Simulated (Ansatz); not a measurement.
## Li3SeCl (model structure, started from the Li3OCl type, Pm-3m, No. 221, 5 atoms in the cell)

Calculation: G0W0@PBEsol+SOC (Ansatz, a first-principles code, hard PAW, contour deformation, complete-basis limit, spin–orbit shift from PBEsol).

Run with largest k mesh 6×6×6 (not extrapolated in the mesh).

Cell (relaxed with PBEsol):

```cif
data_ClLi3Se
_chemical_formula_sum 'Li3 Cl1 Se1'
_space_group_name_H-M_alt 'P 1'
_space_group_IT_number 1
_cell_length_a 4.74892
_cell_length_b 4.74892
_cell_length_c 4.74892
_cell_angle_alpha 90.000
_cell_angle_beta 90.000
_cell_angle_gamma 90.000
loop_
_space_group_symop_operation_xyz
  'x, y, z'
loop_
_atom_site_label
_atom_site_type_symbol
_atom_site_fract_x
_atom_site_fract_y
_atom_site_fract_z
_atom_site_occupancy
Li1 Li 0.00000 0.50000 0.50000 1
Li2 Li 0.50000 0.00000 0.50000 1
Li3 Li 0.50000 0.50000 0.00000 1
Cl1 Cl 0.00000 0.00000 0.00000 1
Se1 Se 0.50000 0.50000 0.50000 1
```

| Quantity | Result |
|---|---|
| band gap | 5.65 eV |

Note: spin–orbit coupling enters as the shift of the gap found with a semilocal functional; the relaxation could raise the start's symmetry but not lower it, so the cell can be a saddle point.

Static lattice: no zero-point or thermal effects.

A model structure was made by putting elements into a prototype or built by hand; it is no filed structure, need not be a known phase, and can be a saddle point held by its symmetry.
